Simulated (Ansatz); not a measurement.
Input:

```xyz
2
Lattice="0.0000 2.8092 2.8092 2.8092 0.0000 2.8092 2.8092 2.8092 0.0000" Properties=species:S:1:pos:R:3 pbc="T T T"
Zn     0.0000     0.0000     0.0000
Se     1.4046     1.4046     1.4046
```

No spin polarisation.

Computed with PBE (Ansatz, an electronic-structure program; PAW; 420 eV plane waves; scalar-relativistic without spin-orbit coupling). k-mesh 10×10×10 (Γ-centred); smearing 0.05 eV (Fermi–Dirac).

Task: Predict the band gap, gap character and width of the top valence band.

Result: 
```json
{
 "band_gap": "1.39 eV",
 "gap_character": "direct at Γ",
 "width_of_the_top_valence_band": "2.79 eV"
}
```

The cells carry an imposed strain or load. Stability against distortions was not tested. The cell was made from ZnSe in the zinc blende structure (space group F-43m, No. 216) by this change: isotropic strain −2.00 %.
